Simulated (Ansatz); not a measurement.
```
CdSe
1.0
    4.32400     0.00000     0.00000
    2.16200     3.74470     0.00000
    0.00000     0.00000     6.82485
Cd Se
2 2
Direct
  0.33333   0.33333   0.99643
  0.66667   0.66667   0.49643
  0.33333   0.33333   0.37957
  0.66667   0.66667   0.87957
```

No spin polarisation.

All numbers come from Kohn–Sham DFT with the LDA functional, run in Ansatz (a quantum-chemistry and plane-wave program) with PAW and 420 eV plane waves, no spin-orbit coupling. k-mesh 9×9×5 (Γ-centred); smearing 0.05 eV (Fermi–Dirac).

Problem. What band gap does the calculation give?

Solution. 0.41 eV.

Problem. What electron mass does the calculation give?

Solution. 0.041 mₑ out of plane, 0.046 mₑ in plane (at Γ).

The cells carry an imposed strain or load. Effective masses come from finite differences of ±0.01 Å⁻¹. No phonon test of stability was made. The cell was made from CdSe in the wurtzite structure (space group P6_3mc, No. 186) by this change: biaxial strain +1.80 %, plane normal [001], relaxed out of plane.
